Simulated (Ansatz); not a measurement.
Effect of isotropic strain −5.37 % on MgB2

Consider MgB₂ (space group P6/mmm, No. 191; a = 3.069 Å, c = 3.512 Å; relaxed with 0.1 eV smearing).

It is then changed as follows: an isotropic linear strain of −5.37 %, atoms relaxed at fixed cell.

Level of theory: r2SCAN/PAW in Ansatz (a quantum-chemistry and plane-wave program), no spin-orbit coupling. k-mesh 22×22×16 (Γ-centred); smearing 0.1 eV (Fermi–Dirac).

The volume per atom drops by 1.46 Å³, from 9.55 Å³ to 8.09 Å³ and the space group is still P6/mmm (No. 191). The shortest interatomic distance falls by 0.095 Å (1.772 Å → 1.677 Å) and the energy rises by 140 meV/atom. The pressure (mean of the normal stresses, compression positive) goes from zero to 35.0 GPa and the band gap remains zero.

Final structure:

```
CELL_PARAMETERS angstrom
      2.90391     0.00000     0.00000
     -1.45195     2.51486     0.00000
      0.00000     0.00000     3.32323
ATOMIC_POSITIONS crystal
  Mg 0.00000 0.00000 0.00000
  B  0.33333 0.66667 0.50000
  B  0.66667 0.33333 0.50000
```

Cost of the whole job for the changed cell (relaxation, final SCF and bands): around 60 core-seconds (rough).

No phonon test of stability was made. All final runs are without spin polarisation.
